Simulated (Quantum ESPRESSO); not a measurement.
**Equation of state of fcc Ca (space group 225): energy against volume (Quantum ESPRESSO, PBE)**

```yaml
crystal:
  lattice:
    - [0.00000, 2.68740, 2.68740]
    - [2.68740, 0.00000, 2.68740]
    - [2.68740, 2.68740, 0.00000]
  atoms:
    - { symbol: Ca, position: [0.00000, 0.00000, 0.00000] }
```

Computed with PBE, PSlibrary PAW (PBE) pseudopotentials (plane waves; Quantum ESPRESSO). Settings: ecutwfc = 65 Ry; ecutrho = 390 Ry; occupations = smearing; smearing = fermi-dirac; degauss = 0.0036749 Ry; potentials = {Ca: Ca.pbe-spn-kjpaw_psl.1.0.0.UPF}; K_POINTS = automatic 28 28 28 0 0 0; conv_thr = 1e-10 Ry; mixing_beta = 0.7. The cell above is the first row's. The rows scale it uniformly. In all rows the k mesh is held. E is the free energy at the stated smearing, counted from the lowest row.

```csv
V (Å^3/atom),E (meV/atom)
38.8176,16.40
39.6614,8.95
40.5053,3.86
41.3492,0.93
42.1930,0.00
43.0369,0.90
43.8807,3.48
44.7246,7.61
45.5685,?
```

The 8 complete rows are fitted with the third-order Birch-Murnaghan form, a cubic in V^(-2/3), E against V. With u = V^(-2/3) - 0.0832, the rows have u = 0.0040263, 0.0027847, 0.0015863, 0.0004287, -0.0006900, -0.0017722, -0.0028195, -0.0038338. Least squares gives E = 0.354 + 1030.7·u + 748557·u² - 3652352·u³. Residuals (row less fit): 0.000, 0.000, 0.002, -0.003, 0.000, 0.001, -0.001, -0.001; standard error 0.002 (degrees of freedom: 4). Its minimum lies at u = -0.0006850, so V0 = (0.0825150)^(-3/2) = 42.19. There d²E/du² = 1512000 and d³E/du³ = -2.191e7, so B0 = (4/9) × 42.19^(-7/3) × 1512000 × 0.160218 = 17.4 GPa (the last factor turns the table's units into GPa), and B0' = 4 + (2/3) × 0.0825150 × (-2.191e7)/1512000 = 3.2. The program's pressures in the fitted runs (not shown) pass through zero at V = 42.15, 0.09 % from this V0.

### Question
Estimate the missing E (V = 45.5685); what did the run itself give?

### Answer
u = -0.0048167, so E = 0.354 + 1030.7 × (-0.0048167) + 748557 × (-0.0048167)² - 3652352 × (-0.0048167)³ = 13.165 meV/atom. The calculation gives 13.14 meV/atom, 0.025 meV/atom below the prediction (0.2 % of the range of E in the table). The row lies outside the fitted rows, so this is an extrapolation.

Carrying the step between the two nearest rows on in a straight line would have given 11.74, off by 1.40; series whose last step already gives the withheld value aren't shown. The reference cell has the volume at which an earlier scan in this program and functional put its minimum by a fit. Cutoffs and mesh are single choices, not tested for convergence of this quantity. Series with a scatter that would blur these digits, or in which a gap closes, are not shown. Nor are scans whose minimum lies at an end fitted in this form.
